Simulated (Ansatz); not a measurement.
**A computed series for TiAl: response to strain**

Consider TiAl (space group P4/mmm, No. 123; a = 2.8129 Å, c = 4.0584 Å). Axes: x, y, z lie along a, b, c of the conventional cell.

Strains are applied to the cell and any free atomic positions relax; under biaxial strain the out-of-plane vector relaxes too.

The values are results of Ansatz (an electronic-structure program), r2SCAN, PAW, cutoff 500 eV, without spin-orbit coupling, not measurements.

Notes on the quantities. pressure: mean of the normal stresses, compression positive; energy relative to the base: free energy F.

```csv
change,pressure,energy relative to the base,shortest interatomic distance,space group
base,0.0 GPa,0 meV/atom,5.316 bohr,P4/mmm (No. 123)
"biaxial strain +3.36 %, plane normal [001], relaxed out of plane",-3.5 GPa,–,5.363 bohr,P4/mmm (No. 123)
isotropic strain −1.89 %,7.7 GPa,+21 meV/atom,5.215 bohr,P4/mmm (No. 123)
isotropic strain −0.36 %,(withheld),(withheld),5.297 bohr,P4/mmm (No. 123)
uniaxial strain ε_yy = +0.75 %,-0.9 GPa,+0.6 meV/atom,5.316 bohr,Pmmm (No. 47)
tensor shear ε_yz = +2.52 %,0.4 GPa,+16 meV/atom,5.274 bohr,P2/m (No. 10)
```

**Question.** What belongs in the blanks?

**Answer.** 
- isotropic strain −0.36 %, pressure: 1.3 GPa
- isotropic strain −0.36 %, energy relative to the base: +0.7 meV/atom

Without a gap, meshes like the base's 16×16×12 leave anisotropic stresses uncertain by several tenths of a GPa, and small strain energies with them. No phonon test of stability was made. The final runs are not spin-polarised.
